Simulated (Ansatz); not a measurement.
The starting structures come from a database of crystals and need not be the phases stable at ambient conditions.

 Where the default PAW files enter, the runs use the earlier of Ansatz's two default sets.

By LDA, the system below comes out a metal.

A figure of merit of an interconnect metal is its ballistic conductance per area.

Input:

```xyz
1
Lattice="3.1611 0.0000 0.0000 0.0000 4.4705 0.0000 1.5806 2.2353 1.5806" Properties=species:S:1:pos:R:3 pbc="T T T"
Hf     0.0000     0.0000     0.0000
```

Space group of this cell: Fm-3m, fcc (Cu type). The cell is taken as given; by LDA its mean pressure is -7.6 GPa.

The current flows along the normal of the first two printed cell vectors, the (110) plane of the conventional cell. No spin-orbit coupling; the value is a mean over 0.1 eV about the Fermi level.

Problem. Compute, with LDA (Ansatz, a first-principles code), the ballistic conductance per area.

Solution. 1.2 × 10¹⁵ S/m² for both spins.
